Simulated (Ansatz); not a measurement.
## What biaxial strain +2.50 %, plane normal [111], relaxed out of plane does to BaTiO3

Take BaTiO3 in the cubic perovskite structure (space group Pm-3m, No. 221; a = 3.935 Å) as the base. Axes: x, y, z lie along the cube axes.

Now apply this change: tensile biaxial strain of 2.50 % in the plane normal to [111], as in epitaxy on a mismatched substrate; the out-of-plane cell vector and the atoms relax.

Method: LDA (Ansatz, a first-principles code), no spin-orbit coupling. k-mesh 8×8×8 (Γ-centred); smearing 0.05 eV (Fermi–Dirac).

The volume per atom goes up by 0.44 Å³, from 12.18 Å³ to 12.62 Å³ and the space group becomes R-3m (No. 166) (base: Pm-3m (No. 221)). The shortest interatomic distance goes up by 0.024 Å, from 1.967 Å to 1.991 Å and the energy increases by 19 meV/atom. The pressure (mean of the normal stresses, compression positive) falls by 6.35 GPa (-0.01 GPa → -6.36 GPa) and the band gap drops by 0.23 eV, from 1.83 eV to 1.60 eV. The gap character amounts to direct at Γ and the electron mass comes out as 0.65 mₑ out of plane, 0.51 mₑ in plane (at Γ). The hole mass comes out as 0.35 mₑ out of plane, 0.81 mₑ in plane (at Γ) and the valence-band top at Γ (three highest levels, from the VBM) comes out as 0.00, -0.21, -0.21 eV. The out-of-plane strain comes out as -1.36 % and the ratio −ε⊥/ε∥ amounts to 0.54. The mean in-plane stress (compression positive) amounts to -9.5 GPa.

Cost of the whole job for the changed cell (relaxation, final SCF and bands): very roughly 40 core-seconds.

Masses are band curvatures over ±0.01 Å⁻¹ around the edge. Whether these cells are dynamically stable was not tested. All final runs are without spin polarisation. Many cubic perovskites are stable only at high temperature; tilts and polar distortions were not tested. This is not the structure that BaTiO3 has at room temperature and ambient pressure. k-point labels follow each cell's own Brillouin zone.
